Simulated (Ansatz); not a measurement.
Consider BaTiO$_{3}$ (space group P4mm, No. 99; a = 3.9855 Å, c = 4.2013 Å).

All numbers come from PBE, PAW, 420 eV (Ansatz, a first-principles code; without spin-orbit coupling).

Before the change:

* **Smallest direct gap**: 2.39 eV
* **Band gap**: 1.84 eV

Perturbation: cell and atoms relaxed at a pressure of 1.5 GPa.

Task: How does this affect the smallest direct gap?

Result: The smallest direct gap shrinks by 0.04 eV (2.39 eV → 2.35 eV).

Task: How does this affect the band gap?

Result: The band gap goes up by 0.01 eV (1.84 eV → 1.85 eV).

Load acts through the strain it causes; cell and atoms are relaxed under it. Stability against distortions was not tested. The final runs are not spin-polarised.
